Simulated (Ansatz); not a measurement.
CsPbCl3: energy against strain

CsPbCl3 (cubic perovskite, Pm-3m, 33.655 Å³/atom at rest) under an equal strain ε in the (001) plane with the normal axis free, as in a coherent film. LDA in Ansatz, a plane-wave DFT program (PAW, default set), 420 eV, 6×6×6 Γ-centred mesh, Fermi-Dirac smearing 0.05 eV; ions are relaxed within the symmetry of each cell.

Here s stands for strain and y for E less E0.

| strain (%) | E less E0 (meV/atom) |
|---|---|
| -1.20 | 2.45 |
| -0.60 | 0.60 |
| 0.00 | 0.00 |
| 0.60 | 0.57 |
| 1.20 | 2.24 |
| 3.00 | ? |

Question: Using a parabola, estimate the missing y at s = 3.00 from the other rows, showing the fit.

Answer: Least squares gives y = -0.001 - 0.0750·s + 1.6290·s². Residuals (row less fit): 0.015, -0.030, 0.001, 0.030, -0.015; standard error 0.034 (degrees of freedom: 2). Twice the quadratic coefficient over the volume, 2 × 1.6290 meV × 10⁴ × 0.1602 / 33.655 Å³, is twice the biaxial elastic modulus of this plane = 155 ± 2 GPa. At the withheld row, y = -0.001 - 0.0750 × 3.0 + 1.6290 × 3.0² = 14.435 meV/atom. The calculation gives 13.10 meV/atom, 1.335 meV/atom below the prediction (10.2 % of the range of y in the table). The row lies outside the fitted rows, so this is an extrapolation. From the scatter of the fitted rows alone, a prediction at this place has a standard error of 0.216 meV/atom, so the miss is 6.2 times that.

One order more, fitted to all 11 runs of the series, follows each within 0.01, so the miss is the next term of a smooth law. The primitive cell can neither tilt nor turn polar against its symmetry, as such crystals can under strain. CsPbCl3 is here the ideal cubic form; the compound distorts at low or room temperature. Rows are the converged runs of the series near zero and its far end; series whose fitted rows scatter by over a few per cent of the range, as at a crossing or softening among them, aren't shown in this form. Most that stay on the fit to the last digits aren't either.
